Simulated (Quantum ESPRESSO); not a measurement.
Quantum ESPRESSO is run on Ta3Bi2S6 (P6_3/mcm, 22 atoms in the cell), and the run fails. The aim is a self-consistent single point with DFT, PBEsol, plane waves, PseudoDojo standard norm-conserving (PBESOL) pseudopotentials.

Cell that was meant: a = 5.7502 Å, b = 5.7502 Å, c = 17.4385 Å, α = 90.00°, β = 90.00°, γ = 120.00°.

Part of the input:

```fortran
&SYSTEM
  ibrav = 0
  nat = 22
  ntyp = 2
  ecutwfc = 70
  occupations = 'smearing'
  smearing = 'marzari-vanderbilt'
```

Log, with long lists cut:

```
     This program is part of the open-source Quantum ESPRESSO suite
     for quantum simulation of materials; please cite

Warning: card S     32.0600  S.UPF ignored

 %%%%%%%%%%%%%%%%%%%%%%%%%%%%%%%%%%%%%%%%%%%%%%%%%%%%%%%%%%%%%%%%%%%%%%%%%%%%%%
     Error in routine read_cards (11):
     species S in ATOMIC_POSITIONS is nonexistent
 %%%%%%%%%%%%%%%%%%%%%%%%%%%%%%%%%%%%%%%%%%%%%%%%%%%%%%%%%%%%%%%%%%%%%%%%%%%%%%

     stopping ...
```

From the messages shown, name the fault and mend the input.

The fault is a species count that does not match the list of species. The number of species decides how many lines of the species card are read. To fix it, make the count match the list. The program stopped before any SCF iteration.

An input that runs soundly differs in these lines (not the only fix; some lines may just follow from the change or write a value another way):
```diff
-  ntyp = 2
+  ntyp = 3
```

With that input, the run converged in 15 iterations: free energy E − TS -23135.1308 eV; Fermi level (on the code's own zero) 9.55 eV; pressure -2.68 GPa; largest force (vector length) 0.161 eV/Å (DFT, PBEsol, plane waves, PseudoDojo standard norm-conserving (PBESOL) pseudopotentials).

On the sound input: the starting cell comes from a database of computed structures (which also holds hypothetical and non-ambient phases and stackings), without a prior relaxation at this level. Spin polarisation is off. Without a gap this mesh is coarse (it stands for a supercell whose shortest vector is 17 Å).
